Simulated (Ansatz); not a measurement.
## hypothetical rock salt YSi with two functionals, x(Pb) = 0.25, 8 atoms, Pmmm

The reference is YSi in the rock salt structure (space group Fm-3m, No. 225; a = 5.815 Å; a hypothetical phase, not in the database extracts checked).

(Cell as relaxed with PBE.)

Levels (all Ansatz, an electronic-structure program, PAW, earlier PAW set): PBE (420 eV, spin-orbit coupling left out); PBEsol (420 eV, no spin-orbit coupling).

Each level relaxes its own structure.

| base | PBE | PBEsol |
|---|---|---|
| volume per atom | 24.58 Å³ | 23.68 Å³ |
| lattice parameter a | 5.815 Å | 5.743 Å |
| band gap | zero | zero |

Perturbation: a fraction x = 0.25 of the Si sites is given to Pb, ordered in a cell of 8 atoms (starting symmetry Pmmm) and fully relaxed.

| quantity | PBE | PBEsol |
|---|---|---|
| shortest interatomic distance | 2.833 Å | 2.808 Å |
| mixing energy (to 0.01 eV only: unlike meshes or grids) (against an end that may be hypothetical) | -0.02 eV/atom | -0.03 eV/atom |
| band gap | zero | zero |

PBE's shortest interatomic distance lies 0.025 Å above PBEsol's (0.9 %); the two agree on the band gap. Neither level is exact; PBEsol is the comparison here, not a measurement.

Each cell is one ordered arrangement of few atoms, which overstates ordering effects compared with a random alloy. Whether these cells are dynamically stable was not tested. All final runs are without spin polarisation. An odd electron count without spin: YSi and YPb. YSi and YPb have a high density of states at the Fermi level and may be magnetic at this level. Under x(Pb) = 0.25, 8 atoms, Pmmm and x(Pb) = 0.25, 8 atoms, Pmmm the cell changed shape so far that it is another structure.
